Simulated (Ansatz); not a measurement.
# CdS under a change: tensor shear ε_xy = +2.00 %

Take CdS in the zinc blende structure (space group F-43m, No. 216; a = 5.878 Å) as the base. Axes: x, y, z lie along the cube axes.

Now apply this change: a pure shear with ε_xy = ε_yx = 0.0200; the atoms relax in the strained cell.

Level of theory: plane-wave PAW DFT at the r2SCAN level (Ansatz, an electronic-structure program, 500 eV), no spin-orbit coupling. k-mesh 10×10×10 (Γ-centred); smearing 0.05 eV (Fermi–Dirac).

* **Volume per atom**: 25.37 Å³ (base 25.38 Å³)
* **Space group**: Imm2 (No. 44) (base F-43m (No. 216))
* **Shortest interatomic distance**: 4.804 bohr (base 4.810 bohr)
* **Energy relative to the base (free energy F)**: +3.3 meV/atom
* **Band gap**: 1.45 eV (base 1.54 eV)
* **Gap character**: direct at Γ (base direct at Γ)
* **Valence-band top at Γ (three highest levels, from the VBM)**: 0.00, -0.09, -0.15 eV (base 0.00, 0.00, 0.00 eV)
* **Largest internal atomic displacement**: 0.026 Å
* **Stress (xx, yy, zz, yz, xz, xy; compression positive)**: (-0.02, -0.02, -0.03, 0.00, 0.00, -1.04) GPa

No phonon test of stability was made. k-point labels follow each cell's own Brillouin zone.
